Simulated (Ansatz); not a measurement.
The starting structures come from a database of crystals and need not be the phases stable at ambient conditions.

By PBEsol, the system below comes out a metal.

Without scattering a metal conducts by its projected Fermi surface.

Data:

```
BePd
1.0
    3.97626     0.00000     0.00000
   -1.98813     3.44354     0.00000
    1.98813     1.14785     1.62330
Be Pd
1 1
Cartesian
  0.00000   0.00000   0.00000
  0.00000   2.29569   0.81165
```

The cell is taken as given; by PBEsol it stands under a pressure of -2.7 GPa.

The current flows along the normal of the first two printed cell vectors, the (111) plane of the conventional cell. No spin-orbit coupling; the value is a mean over 0.1 eV about the Fermi level.

### Question
Compute, with PBEsol run with Ansatz (a first-principles code), the ballistic conductance per area.

### Answer
0.94 × 10¹⁵ S/m² for both spins.
